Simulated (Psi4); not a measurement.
Psi4 1.11, TPSS/def2-svp: C1C[SiH]C1, charge +1, multiplicity 1, 11 atoms. The geometry is a generated start, not checked to be a minimum at this level.

```yaml
task: energy
method: tpss
basis: def2-svp
memory: 3 GB
maxiter: 100
keys_of_the_molecule_block: symmetry c1
scf_type: df (default)
guess: auto, which took SAD (default)
scf_initial_accelerator: adiis (default)
e_convergence: 1e-06 (default)
d_convergence: 1e-06 (default)
dft_radial_points: 75 (default)
dft_spherical_points: 302 (default)
basis_functions: 95
grid_points: 235241
```

```xyz
11

C      0.0685    -0.8888     0.3926
C      1.1931     0.1458     0.0719
Si    -0.1037     1.3667    -0.5881
C     -1.1916    -0.1067    -0.0911
H      0.0185    -1.1202     1.4507
H      0.2031    -1.8208    -0.1501
H      1.9246    -0.2129    -0.6490
H      1.7576     0.4657     0.9445
H     -0.2150     2.6966    -1.1704
H     -1.9258     0.0730     0.6933
H     -1.7293    -0.5984    -0.9042
```

Charge 1 and multiplicity 1 are set for this test and not shown to be the ground state.

One run each on 2 threads. Values of diis_max_vecs tried: 3, 6, 10 (default), 20.

Predict the course of the SCF iterations along this series.

Fewest SCF iterations, within one of each other: 6 with 10, 10 (default) with 9, 20 with 9. The count rises to 16 at 3. All converge to one solution.

```json
[
 {"diis_max_vecs": "3", "SCF iterations": "16", "end": "same solution"},
 {"diis_max_vecs": "6", "SCF iterations": "10", "end": "same solution"},
 {"diis_max_vecs": "10 (default)", "SCF iterations": "9", "end": "same solution"},
 {"diis_max_vecs": "20", "SCF iterations": "9", "end": "same solution"}
]
```
